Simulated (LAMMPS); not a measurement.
Simulation of a melt made from Fe (bcc), 250 atoms, at 1990 K and 0 GPa, brought to that temperature within a few picoseconds.

Level of theory: classical MD, pair style meam, file library.meam (library.meam-Fe), run in LAMMPS.

### Question
Give the state found, the first peak of g(r), the self-diffusion coefficient of Fe (not corrected for cell size), the coordination number, the volume per atom as this potential yields it.

### Answer
state found: liquid; first peak of g(r): 2.45 Å, height 2.7; self-diffusion coefficient of Fe (not corrected for cell size): (3.6 ± 0.2) × 10^-5 cm²/s; coordination number: 8.7 (counted to 3.10 Å); volume per atom: 14.483 ± 0.006 Å³/atom.

Caution: the potential MEAM library.meam-Fe is a first-neighbour MEAM set with a 4 Å cutoff, used here without a parameter file and away from the static properties it was fitted to. Caution: a run this short can hold a crystal over, or a liquid under, the potential's own melting point, which these runs don't give.
